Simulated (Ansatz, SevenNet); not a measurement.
# Hexagonal WC: properties by level of theory

Reference values: lattice constant a 2.906 Å (measured, 300 K, no zero-point or thermal correction; as tabulated in Wikipedia's data pages); lattice parameter c 2.837 Å (measured, 300 K, not corrected to a static lattice; as tabulated in Wikipedia's data pages).

| level (code) | lattice parameter a (Å) | c axis length (Å) |
|---|---|---|
| SevenNet-0 (SevenNet) | 2.928 | 2.849 |
| rVV10 (Ansatz) | 2.941 | 2.866 |
| HSE06 (Ansatz) | 2.899 | 2.826 |

Differences from the reference values (errors of the level alone only where the reference is corrected to a static lattice):

| level | lattice constant a (%) | lattice parameter c (%) |
|---|---|---|
| SevenNet-0 | +0.76 | +0.42 |
| rVV10 | +1.20 | +1.02 |
| HSE06 | -0.24 | -0.39 |

Nearest: lattice constant a, not ranked (reference at room or unstated temperature); lattice parameter c, not ranked (reference at room or unstated temperature).

Machine-learned potentials (SevenNet-0) are trained on DFT data, which may include these solids.

Caveats: hybrids on metals are sensitive to the k mesh and can open a false gap (HSE06). Ansatz's density-functional and Hartree–Fock values are scalar-relativistic unless marked +SOC, with PAW data made under PBE.

Differences are worked out from the printed values.

Ansatz is a first-principles code.
